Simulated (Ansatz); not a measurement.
Base system: K2SnBr6 (space group Fm-3m, No. 225; a = 10.528 Å; a cell from a computed database, its experimental status unchecked). Axes: x, y, z lie along the cube axes.

Computed with Kohn–Sham DFT with the PBEsol functional, run in Ansatz (a quantum-chemistry and plane-wave program) with PAW and 420 eV plane waves, no spin-orbit coupling, earlier PAW set.

For the base:

The band gap is 1.04 eV. The valence-band top at Γ comes out as 0.00, 0.00, 0.00 eV and the gap character is direct at Γ.

The change: compressive biaxial strain of 0.32 % in the plane normal to [001], as in epitaxy on a mismatched substrate; the out-of-plane cell vector and the atoms relax.

### Question
What does the calculation give for the out-of-plane strain, band gap, valence-band top at Γ, gap character and in-plane stress after the change?

### Answer
The out-of-plane strain comes out as +0.29 %; the band gap falls by 0.03 eV to 1.01 eV; the valence-band top at Γ (three highest levels, from the VBM) changes from 0.00, 0.00, 0.00 eV to 0.00, -0.03, -0.03 eV; the gap character remains direct at Γ; the mean in-plane stress (compression positive) is +0.1 GPa.

Stability against distortions was not tested. Labels are those of the standard path for the cell's own space group.
